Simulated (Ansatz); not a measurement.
## fluorite-type NiSi2 (0 0 1) on silicon (0 0 1), As on 1 of 2 substrate sites at each interface (film strained to the substrate, faces as cut)

A periodic stack without vacuum, fluorite-type NiSi2 (0 0 1) on silicon (0 0 1), As on 1 of 2 substrate sites at each interface (film strained to the substrate, faces as cut): substrate slab Si22As2, film Ni8Si16, surface cells [[-2, 0], [-1, -1]] and [[-2, 0], [-1, -1]], film strained by +0.5 and +0.5 %, faces Si/Si and Si/Ni as cut (like faces can put a slab off its formula).

The start was prepared with a machine-learned potential, and the result is one local minimum, with the in-plane cell held and forces under 0.04 eV/Å; the film can end far from its bulk form.

These are PBE (plane waves to 420 eV, PAW; Ansatz, a program for electronic structure) values and carry that method's errors. Spin–orbit coupling is left out; the runs are not spin-polarised; PBE gaps are too small against experiment. Its k-point mesh 4×7×1, Fermi–Dirac width 0.05 eV.

The interface area is 29.9 Å². The period is 27.43 Å and the gaps between the outermost planes at the two interfaces comes out as 1.86 and 1.19 Å. The Ni–Si contacts across the interfaces within 1.22 times the sum of covalent radii is 4, mean 2.36 Å and the Si–Si contacts across the interfaces within 1.22 times the sum of covalent radii is 3, mean 2.51 Å. The As–Ni contacts across the interfaces within 1.22 times the sum of covalent radii comes out as 2, mean 2.47 Å and the As–Si contacts across the interfaces within 1.22 times the sum of covalent radii is 2, mean 2.58 Å. The estimate of the barrier is withheld, since the two interfaces are unlike.

```yaml
crystal:
  lattice:
    - [7.73562, 0.00161, 0.04653]
    - [0.00020, 3.86531, -0.15133]
    - [3.38476, -0.78343, 27.50653]
  atoms:
    - { symbol: Si, position: [0.47961, 0.82245, 0.06285] }
    - { symbol: Si, position: [0.97230, 0.82121, 0.06271] }
    - { symbol: As, position: [0.24310, 0.10039, 0.02492] }
    - { symbol: Si, position: [0.74569, 0.03623, 0.02028] }
    - { symbol: Si, position: [0.67977, 0.39508, 0.16257] }
    - { symbol: Si, position: [0.17984, 0.39277, 0.16269] }
    - { symbol: Si, position: [0.45273, 0.34745, 0.11280] }
    - { symbol: Si, position: [0.95267, 0.34649, 0.11278] }
    - { symbol: Si, position: [0.38417, 0.93819, 0.26240] }
    - { symbol: Si, position: [0.88403, 0.94018, 0.26209] }
    - { symbol: Si, position: [0.15718, 0.91672, 0.21250] }
    - { symbol: Si, position: [0.65677, 0.91839, 0.21238] }
    - { symbol: Si, position: [0.58928, 0.48745, 0.36205] }
    - { symbol: Si, position: [0.08778, 0.48480, 0.36167] }
    - { symbol: Si, position: [0.36171, 0.46182, 0.31227] }
    - { symbol: Si, position: [0.86110, 0.46422, 0.31183] }
    - { symbol: Si, position: [0.29211, 0.05340, 0.46064] }
    - { symbol: Si, position: [0.79312, 0.03360, 0.46249] }
    - { symbol: Si, position: [0.06402, 0.00818, 0.41148] }
    - { symbol: Si, position: [0.56709, 0.01162, 0.41194] }
    - { symbol: As, position: [0.50244, 0.44091, 0.55884] }
    - { symbol: Si, position: [0.01374, 0.51349, 0.56276] }
    - { symbol: Si, position: [0.27574, 0.57914, 0.51027] }
    - { symbol: Si, position: [0.78245, 0.55585, 0.51273] }
    - { symbol: Ni, position: [0.10347, 0.77077, 0.78471] }
    - { symbol: Ni, position: [0.60018, 0.77068, 0.78316] }
    - { symbol: Ni, position: [0.39663, 0.22808, 0.68567] }
    - { symbol: Ni, position: [0.90164, 0.23088, 0.68879] }
    - { symbol: Ni, position: [0.01560, 0.87736, 0.97649] }
    - { symbol: Ni, position: [0.51503, 0.87751, 0.97693] }
    - { symbol: Ni, position: [0.31078, 0.31135, 0.88001] }
    - { symbol: Ni, position: [0.80855, 0.31276, 0.87961] }
    - { symbol: Si, position: [0.87703, 0.75209, 0.73582] }
    - { symbol: Si, position: [0.37393, 0.75040, 0.73348] }
    - { symbol: Si, position: [0.12724, 0.24759, 0.73496] }
    - { symbol: Si, position: [0.62458, 0.24748, 0.73380] }
    - { symbol: Si, position: [0.15029, 0.19927, 0.63068] }
    - { symbol: Si, position: [0.66332, 0.20565, 0.63665] }
    - { symbol: Si, position: [0.85777, 0.71509, 0.63764] }
    - { symbol: Si, position: [0.35482, 0.71163, 0.63439] }
    - { symbol: Si, position: [0.78614, 0.83717, 0.93006] }
    - { symbol: Si, position: [0.28727, 0.83590, 0.93014] }
    - { symbol: Si, position: [0.03620, 0.35302, 0.93024] }
    - { symbol: Si, position: [0.53637, 0.35295, 0.93063] }
    - { symbol: Si, position: [0.08207, 0.29367, 0.83277] }
    - { symbol: Si, position: [0.58056, 0.29370, 0.83192] }
    - { symbol: Si, position: [0.82946, 0.79087, 0.83159] }
    - { symbol: Si, position: [0.33090, 0.78973, 0.83206] }
```
